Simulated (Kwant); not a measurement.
System: GaN/Al0.2Ga0.8N stack with 3 barriers. One parabolic valley. Leads of mass 0.2 mₑ with the band edge at 0; grid 0.1 nm; bias 0 V, dropping linearly over the stack.

| layer | thickness (nm) | band offset (eV) | mass (mₑ) |
|---|---|---|---|
| 1 | 0.8 | 0.35 | 0.22 |
| 2 | 1.9 | 0 | 0.2 |
| 3 | 0.8 | 0.35 | 0.22 |
| 4 | 1.9 | 0 | 0.2 |
| 5 | 0.8 | 0.35 | 0.22 |

Constants are typed, rounded textbook-type inputs, not results; the design itself was drawn at random and stands for no fabricated device.

Model: one-band effective-mass tight-binding model in one dimension, coherent, no space charge (Kwant).

Sweep values stay those of the base run.

The height of the first barrier was swept, all else fixed.

| height of the first barrier (eV) | transmission at E = 0.3367 eV | transmission at E = 0.4484 eV | mean transmission over the sweep | transmission at E = 0.1134 eV |
|---|---|---|---|---|
| 0.21 | 0.18 | 0.45 | 0.35 | 0.79 |
| 0.28 | 0.15 | 0.40 | 0.32 | 0.93 |
| 0.35 | 0.12 | 0.33 | 0.29 | 1.00 |
| 0.42 | 0.097 | 0.27 | 0.26 | 0.92 |

From the first row to the last the transmission at E = 0.3367 eV goes from 0.18 to 0.097. From the first row to the last the transmission at E = 0.4484 eV goes from 0.45 to 0.27.
